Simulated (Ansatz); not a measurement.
## Effective masses and thermopower of monolayer PtS₂

Consider the following.

```
PtS2
1.0
    3.57527     0.00000     0.00000
   -1.78763     3.09627     0.00000
    0.00000     0.00000    18.79264
Pt S
1 2
Direct
  0.00000   0.00000   0.50000
  0.33333   0.66667   0.56536
  0.66667   0.33333   0.43464
```

Calculation: HSE06, rigid bands (plane waves, PAW, scalar-relativistic; Ansatz, a first-principles code). How the cell was made: cell and atoms relaxed with PBE.

```yaml
band_gap: 2.58 eV
electron conductivity mass (300 K, dilute): 0.39 mₑ
effective density of states N_c (300 K): 2.8e13 cm⁻²
Seebeck coefficient, n-type 1.9e12 cm⁻², 300 K: -399 μV/K
```

Rigid bands; masses and Seebeck coefficients take one relaxation time τ for all states and one kind of carrier; polarons and phonon drag are left out. Spin-orbit coupling is left out; with 5d elements it also splits d-like band edges. Geometry: cell and atoms relaxed with PBE.

Model free-standing layer, not matched to a measured one here: monolayer PtS2.
